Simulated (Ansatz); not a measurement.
Base system: GaSb in the zinc blende structure (space group F-43m, No. 216; a = 6.049 Å). Axes: x, y, z lie along the cube axes.

Level of theory: Kohn–Sham DFT with the LDA functional, run in Ansatz (an electronic-structure program) with PAW and 420 eV plane waves, without spin-orbit coupling.

Before the change:

The shortest interatomic distance is 2.619 Å and the pressure is 0.0 GPa.

One thing is altered: a pure shear with ε_xy = ε_yx = 0.0057, atoms relaxed at fixed cell.

### Question
How does this affect the energy relative to the base, shortest interatomic distance and pressure?

### Answer
The energy goes up by 0.5 meV/atom; the shortest interatomic distance decreases by 0.004 Å (2.619 Å → 2.615 Å); the pressure (mean of the normal stresses, compression positive) is still 0.0 GPa.

The cells carry an imposed strain or load. Whether these cells are dynamically stable was not tested. All final runs are without spin polarisation.
